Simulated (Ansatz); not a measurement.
The reference is SiC in the wurtzite structure (space group P6_3mc, No. 186; a = 3.076 Å, c = 5.048 Å). Axes: x lies along a and z along c of the hexagonal cell.

Structures relaxed with Ansatz (a program for electronic structure) PBEsol, no spin-orbit coupling.

Base:

Simulated powder pattern, Cu Kα, λ = 1.54184 Å (kinematic, ideal powder, no thermal factors, no anomalous dispersion; the 10 strongest lines at most, above 2 %, up to 2θ = 90°):

| 2θ (°) | I/Imax (%) | hkl |
|---|---|---|
| 33.64 | 74 | (100) |
| 35.57 | 51 | (002) |
| 38.20 | 100 | (101) |
| 49.77 | 27 | (102) |
| 60.17 | 46 | (110) |
| 65.63 | 47 | (103) |
| 70.73 | 6.9 | (200) |
| 71.89 | 35 | (112) |
| 73.54 | 16 | (201) |
| 81.76 | 6.2 | (202) |

After one change:

Simulated powder pattern, Cu Kα, λ = 1.54184 Å (kinematic, ideal powder, no thermal factors, no anomalous dispersion; the 10 strongest lines at most, above 2 %, up to 2θ = 90°):

```json
[
 {"2θ (°)": "33.64", "I/Imax (%)": "75"},
 {"2θ (°)": "35.79", "I/Imax (%)": "50"},
 {"2θ (°)": "38.25", "I/Imax (%)": "100"},
 {"2θ (°)": "49.94", "I/Imax (%)": "27"},
 {"2θ (°)": "60.17", "I/Imax (%)": "46"},
 {"2θ (°)": "65.95", "I/Imax (%)": "46"},
 {"2θ (°)": "70.73", "I/Imax (%)": "6.9"},
 {"2θ (°)": "72.02", "I/Imax (%)": "35"},
 {"2θ (°)": "73.57", "I/Imax (%)": "16"},
 {"2θ (°)": "81.89", "I/Imax (%)": "6.3"}
]
```

Question: What was done to the base?
A. uniaxial strain ε_zz = −0.60 %
B. uniaxial strain ε_zz = −3.00 %
C. uniaxial strain ε_zz = −2.40 %
D. uniaxial strain ε_zz = −1.80 %

Answer: A, uniaxial strain ε_zz = −0.60 %. Its volume per atom is 10.28 Å³ against 10.34 Å³, and its space group is P6_3mc (No. 186).

Stability against distortions was not tested.
